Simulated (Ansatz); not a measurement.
Start from BeTe in the rock salt structure (space group Fm-3m, No. 225; a = 5.3711 Å; a hypothetical phase, not in the database extracts checked; relaxed with 0.1 eV smearing).

Computed with DFT with r2SCAN, PAW potentials and a 500 eV plane-wave cutoff in Ansatz (a program for electronic structure), no spin-orbit coupling, earlier PAW set.

For the base:

* **Pressure**: 0.0 GPa
* **Band gap**: zero

It is then changed as follows: an isotropic linear strain of +2.90 %; the atoms relax in the strained cell.

Problem. How does this affect the energy relative to the base, pressure and band gap?

Solution. The energy grows by 28 meV/atom; the pressure goes from zero to -4.9 GPa; the band gap stays zero.

Whether these cells are dynamically stable was not tested. All final runs are without spin polarisation.
